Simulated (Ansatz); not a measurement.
Take Pd in the fcc (Cu type) structure (space group Fm-3m, No. 225; a = 3.841 Å; relaxed with 0.1 eV smearing) as the base. Axes: x, y, z lie along the cube axes.

All numbers come from Ansatz (an electronic-structure program), LDA, PAW, cutoff 420 eV, spin-orbit coupling left out.

Base values:

The pressure comes out as 0.0 GPa.

One thing is altered: tensile biaxial strain of 1.00 % in the plane normal to [001], as in epitaxy on a mismatched substrate; the out-of-plane cell vector and the atoms relax.

**Question.** How does this affect the out-of-plane strain, energy relative to the base and pressure?

**Answer.** The out-of-plane strain is -1.48 %; the energy goes up by 1.5 meV/atom; the pressure (mean of the normal stresses, compression positive) goes from zero to -1.1 GPa.

Whether these cells are dynamically stable was not tested. All final runs are without spin polarisation.
